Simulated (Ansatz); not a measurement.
Consider BP in the zinc blende structure (space group F-43m, No. 216; a = 4.537 Å). Axes: x, y, z lie along the cube axes.

Structures relaxed with DFT with r2SCAN, PAW potentials and a 500 eV plane-wave cutoff in Ansatz (an electronic-structure program), spin-orbit coupling left out.

Base:

Simulated powder pattern, Mo Kα, λ = 0.71073 Å (kinematic, ideal powder, no thermal factors, no anomalous dispersion; the 10 strongest lines at most, above 2 %, up to 2θ = 40°):

```csv
2θ (°),I/Imax (%),hkl
15.60,100,(111)
18.03,26,(200)
25.60,49,(220)
30.12,42,(311)
31.49,7.0,(222)
36.52,8.1,(400)
39.93,17,(331)
```

After one change:

Simulated powder pattern, Mo Kα, λ = 0.71073 Å (kinematic, ideal powder, no thermal factors, no anomalous dispersion; the 10 strongest lines at most, above 2 %, up to 2θ = 40°):

```json
[
 {"2θ (°)": "15.52", "I/Imax (%)": "35"},
 {"2θ (°)": "15.95", "I/Imax (%)": "100"},
 {"2θ (°)": "18.31", "I/Imax (%)": "35"},
 {"2θ (°)": "25.75", "I/Imax (%)": "34"},
 {"2θ (°)": "26.27", "I/Imax (%)": "32"},
 {"2θ (°)": "30.20", "I/Imax (%)": "15"},
 {"2θ (°)": "30.66", "I/Imax (%)": "28"},
 {"2θ (°)": "30.88", "I/Imax (%)": "14"},
 {"2θ (°)": "32.21", "I/Imax (%)": "6.9"},
 {"2θ (°)": "37.11", "I/Imax (%)": "11"}
]
```

**Question.** What was done to the base?
(A) biaxial strain −1.67 %, plane normal [111], relaxed out of plane
(B) biaxial strain −2.50 %, plane normal [111], relaxed out of plane
(C) biaxial strain −0.83 %, plane normal [111], relaxed out of plane
(D) biaxial strain −0.42 %, plane normal [111], relaxed out of plane

**Answer.** B, biaxial strain −2.50 %, plane normal [111], relaxed out of plane. Its volume per atom is 11.15 Å³ against 11.67 Å³, and its space group is R3m (No. 160).

Whether these cells are dynamically stable was not tested.
